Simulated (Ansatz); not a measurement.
Take CdSe in the zinc blende structure (space group F-43m, No. 216; a = 6.196 Å) as the base.

Calculations: PBE in Ansatz (plane waves to 420 eV, PAW, no SOC), earlier PAW set.

One thing is altered: full substitution Cd → Hg; the structure is relaxed again.

Measured lattice parameter a: CdSe 6.077 Å (room temperature; as listed in arXiv:1206.3780); HgSe 6.085 Å (room temperature; as listed in Cardona et al., arXiv (2009)).

**Question.** How well does PBE reproduce the measured shift?

**Answer.** With PBE the lattice parameter a moves by +0.063 Å (6.196 → 6.260) against +0.008 Å measured.

Stability against distortions was not tested. All final runs are without spin polarisation.

Ansatz is a quantum-chemistry and plane-wave program.
